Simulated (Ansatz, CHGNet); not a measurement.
Segregation of Sb: Si (diamond structure), Σ13 (510) [001] symmetric tilt

One Sb atom replaces one Si atom in a bicrystal of 80 atoms (one solute to 76 Å² of one boundary, a high coverage); atoms relaxed, cell held. Energies count from the site farthest from both boundaries, which lies only 5.4 Å away; negative means that the solute is drawn to the site. The cell is neutral, and spin is allowed where the electrons are odd. 

Levels: PBE (Ansatz, an electronic-structure program, plane waves, PAW) and the machine-learned potential CHGNet 0.3.0. Scalar-relativistic, no spin-orbit coupling.

```json
[
 {"distance (Å)": "0.06", "PBE (eV)": "-0.57", "CHGNet (eV)": "-0.54"},
 {"distance (Å)": "0.79", "PBE (eV)": "-0.73", "CHGNet (eV)": "-0.66"},
 {"distance (Å)": "1.05", "PBE (eV)": "-0.23", "CHGNet (eV)": "-0.29"},
 {"distance (Å)": "2.15", "PBE (eV)": "-0.33", "CHGNet (eV)": "-0.27"},
 {"distance (Å)": "5.43", "PBE (eV)": "0.00", "CHGNet (eV)": "0.00"}
]
```
